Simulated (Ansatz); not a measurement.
Base system: Ag in the fcc (Cu type) structure (space group Fm-3m, No. 225; a = 4.1485 Å).

Calculations: PBE (Ansatz, an electronic-structure program), no SOC.

Before the change:

The pressure is 0.0 GPa.

The change: every lattice vector is stretched by 2.55 %, atoms relaxed at fixed cell.

Predict the new energy relative to the base.

The energy rises by 26 meV/atom.

What does the calculation give for the pressure after the change?

The pressure goes from zero to -5.5 GPa.

The cells carry an imposed strain or load. Stability against distortions was not tested.
